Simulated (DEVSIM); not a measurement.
Device: Al/AlN/p-Si capacitor, at 300 K.

Layer 1 from the left is AlN, thickness (nm) 17.0. Layer 2 from the left is Si, thickness (nm) 520, Na (cm⁻³) 1.2e18.

Metal gate on the left, work function 4.1 eV. Fixed charge at the semiconductor interface -3.1e10 cm⁻² (in units of +e); interface traps 3.1e11 cm⁻² eV⁻¹, uniform in energy, neutral level at 0.5 of the gap above the valence band.

Constants are typed, rounded textbook-type inputs, not results; the design itself was drawn at random and stands for no fabricated device. Values at 300 K.

AlN: gap (eV) 6.1, affinity (eV) 1.9, permittivity 8.5. Si: gap (eV) 1.124, affinity (eV) 4.05, permittivity 11.7, Nc (cm⁻³) 2.86e19, Nv (cm⁻³) 3.1e19.

Model (solved in DEVSIM): 1D Poisson equation in equilibrium, Boltzmann statistics, complete ionisation; no quantum confinement or tunnelling. Metal contacts follow the ideal Schottky-Mott rule: no Fermi-level pinning, no interface dipoles.

Task: What does the simulation give for the minimum of the low-frequency capacitance, the flat-band voltage?

Result: minimum of the low-frequency capacitance 0.211 μF/cm²; flat-band voltage -1.03 V.
